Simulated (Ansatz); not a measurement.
Base system: SnO$_{2}$ in the rutile structure (space group P4_2/mnm, No. 136; a = 4.722 Å, c = 3.190 Å). Axes: x, y, z lie along a, b, c of the conventional cell.

Method: LDA in Ansatz (plane waves to 420 eV, PAW, no spin-orbit coupling).

Base values:

The pressure is 0.00 GPa. The electron mass comes out as 0.18 mₑ along c, 0.20 mₑ across (at Γ).

The change: the cell is stretched by 1.80 % along x with no lateral relaxation, atoms relaxed at fixed cell.

### Question
How does this affect the pressure, energy relative to the base, electron mass and largest internal atomic displacement?

### Answer
The pressure (mean of the normal stresses, compression positive) goes from zero to -3.32 GPa; the energy goes up by 2.9 meV/atom; the electron mass goes from 0.18 mₑ along c, 0.20 mₑ across (at Γ) to 0.17 mₑ along z, 0.20 mₑ across (at Γ); the largest internal atomic displacement comes out as 0.014 Å.

The levels and masses belong to the bands next to the band gap. The cells carry an imposed strain or load. Masses are band curvatures over ±0.01 Å⁻¹ around the edge. Whether these cells are dynamically stable was not tested.

Ansatz is an electronic-structure program.
